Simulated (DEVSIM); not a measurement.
Device: Cr/SiON/n-Ge capacitor, at 300 K.

Layer 1 from the left is SiON, thickness (nm) 4.80. Layer 2 from the left is Ge, thickness (nm) 4300, Nd (cm⁻³) 1.9e16.

Metal gate on the left, work function 4.5 eV. Fixed charge at the semiconductor interface 0 cm⁻² (in units of +e); no interface traps.

Constants are typed, rounded textbook-type inputs, not results; the design itself was drawn at random and stands for no fabricated device. Values at 300 K.

SiON: gap (eV) 7, affinity (eV) 1.4, permittivity 5.5. Ge: gap (eV) 0.664, affinity (eV) 4, permittivity 16, Nc (cm⁻³) 1.04e19, Nv (cm⁻³) 6e18.

Estimate by hand the flat-band voltage, the threshold voltage, and compare with a numerical solution.


- Flat-band voltage: C = 1.01 μF/cm², work-function difference 0.337 V; VFB = φms − qNf/C = 0.34 V; numerical 0.34 V.
- Threshold voltage: φF = 0.176 V, depletion charge √(4εqNφF) = 5.51e-8 C/cm²; VT = VFB − 2φF − Qd/C = -0.07 V; numerical -0.07 V.

Simulated with DEVSIM: 1D Poisson equation in equilibrium, Boltzmann statistics, complete ionisation; no quantum confinement or tunnelling. Metal contacts follow the ideal Schottky-Mott rule: no Fermi-level pinning, no interface dipoles.
